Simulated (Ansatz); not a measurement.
For cubic perovskite SrZrO₃ (cubic high-temperature phase), LDA (PAW; Ansatz, a first-principles code) gives:

| Item | Result |
|---|---|
| lattice parameter a | 4.096 Å |
| formation enthalpy | -3.593 eV/atom |

### Question
What does PBEsol in Ansatz (plane waves, PAW) give for the same quantities?

### Answer

- lattice constant a: 4.130 Å (goes up by 0.8 %)
- formation enthalpy: -3.321 eV/atom (moves by +0.272 eV/atom)

Changes are worked out from the printed values.

Unless a cell is named, each level is at its own relaxed cell (LDA 13.74, PBEsol 14.09 Å³/atom).

Caveats: the relaxation could not lower the start's symmetry, so the cell can be a saddle point above a distorted one (LDA, PBEsol). Ansatz's density-functional and Hartree–Fock values are scalar-relativistic unless marked +SOC, with PAW data made under PBE.
